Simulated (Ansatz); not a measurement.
**Several settings converged on CdInS2 (P3m1, 4 atoms in the cell)**

```yaml
crystal:
  lattice:
    - [3.88111, 0.00000, 0.00000]
    - [-1.94055, 3.36114, 0.00000]
    - [0.00000, 0.00000, 6.83096]
  atoms:
    - { symbol: Cd, position: [0.00000, 0.00000, 0.00732] }
    - { symbol: In, position: [0.00000, 0.00000, 0.50000] }
    - { symbol: S, position: [0.66667, 0.33333, 0.75505] }
    - { symbol: S, position: [0.33333, 0.66667, 0.24495] }
```

Base method: LDA (PW92), default PAW files made with PBE (plane waves; Ansatz, a first-principles code).

Base settings: basis.ecutwfc = 420 eV; kpoints.mp_grid.grid = 10 10 5; hamiltonian.xc = lda; hamiltonian.pseudopotentials = {kind: paw} (the program's default PAW files); scf.occupations.method = fermi_dirac; scf.occupations.width = 0.1 eV.

The count of work is k-points × plane waves × bands × iterations; it is no time. 

**The k-point mesh at a smearing width of 0.02 eV**

In this ladder: scf.occupations.width = 0.02 eV.

Only quantities that move along the ladder and can be compared are tabulated.

```tsv
kpoints.mp_grid.grid	free energy less the last step's (meV/atom)	pressure (GPa)	largest difference of a force vector from the last step's (eV/Å)	count of work / last
4 4 2	7.90	-6.43	0.241	0.013
5 5 3	-0.90	-6.28	0.038	0.020
6 6 3	1.71	-5.99	0.087	0.032
7 7 4	-2.06	-6.13	0.082	0.046
9 9 5	0.48	-6.09	0.021	0.082
11 11 6	-0.02	-6.16	0.010	0.14
13 13 7	-0.57	-6.09	0.002	0.21
19 19 10	-0.14	-6.13	0.007	0.59
23 23 12	0.00	-6.13	0.000	1.0
```

Coarsest kpoints.mp_grid.grid that holds the free energy within 1 meV/atom of the last step, with all finer ones: 9 9 5, at 0.082 of the last step's count of work; the step before is off by 2.1 meV/atom.

Coarsest kpoints.mp_grid.grid that holds the forces within 0.005 eV/Å: not settled: the last two steps still differ by 0.007 eV/Å, over half the tolerance, so the ladder does not show it.

Coarsest kpoints.mp_grid.grid that holds the pressure within 0.2 GPa of the last step, with all finer ones: 5 5 3, at 0.020 of the last step's count of work; the step before is off by 0.30 GPa.

**The width of Fermi-Dirac smearing**

In this ladder: kpoints.mp_grid.grid = 16 16 8.

Narrow widths need finer meshes than wide ones, so the last steps can hold mesh noise.

Only quantities that move along the ladder and can be compared are tabulated; pressure and forces are left out, as mesh noise rules them at narrow widths.

| scf.occupations.width | free energy less the last step's (meV/atom) | energy extrapolated to zero width less the last step's (meV/atom) |
|---|---|---|
| 1 eV | -531.68 | 79.49 |
| 0.5 eV | -114.68 | 3.77 |
| 0.3 eV | -41.11 | -1.65 |
| 0.2 eV | -18.15 | -0.34 |
| 0.1 eV | -3.59 | 0.22 |
| 0.05 eV | 0.00 | 0.00 |

Widest scf.occupations.width that holds the energy extrapolated to zero width within 1 meV/atom of the last step, with all finer ones: 0.2 eV; the step before is off by 1.6 meV/atom.

Widest scf.occupations.width that holds the free energy within 5 meV/atom: not settled: the last two steps still differ by 3.6 meV/atom, over half the tolerance, so the ladder does not show it.

The extrapolation to zero width removes most of the smearing's effect on the energy.

**The width of cold smearing**

In this ladder: kpoints.mp_grid.grid = 16 16 8; scf.occupations.method = cold.

Narrow widths need finer meshes than wide ones, so the last steps can hold mesh noise.

Only quantities that move along the ladder and can be compared are tabulated; pressure and forces are left out, as mesh noise rules them at narrow widths.

```csv
scf.occupations.width,free energy less the last step's (meV/atom)
1 eV,-3.62
0.5 eV,-1.07
0.3 eV,0.48
0.2 eV,0.38
0.1 eV,0.05
0.05 eV,0.00
```

Widest scf.occupations.width that holds the free energy within 1 meV/atom of the last step, with all finer ones: 0.3 eV; the step before is off by 1.1 meV/atom.

On the base run: the starting cell comes from a database of computed structures (which also holds hypothetical and non-ambient phases and stackings), without a prior relaxation at this level. Its lattice was rescaled by up to half a per cent. One atom was moved a little off its site on purpose. In the base run, with a pressure of about -6 GPa the cell is away from its equilibrium volume at this level. Ansatz's pressure includes its estimate of the finite-basis (Pulay) stress.

Left out of this page: 4 runs of the series outside the window shown, repeating another row's setting, or not comparable.

Keys are those of Ansatz 0.2.
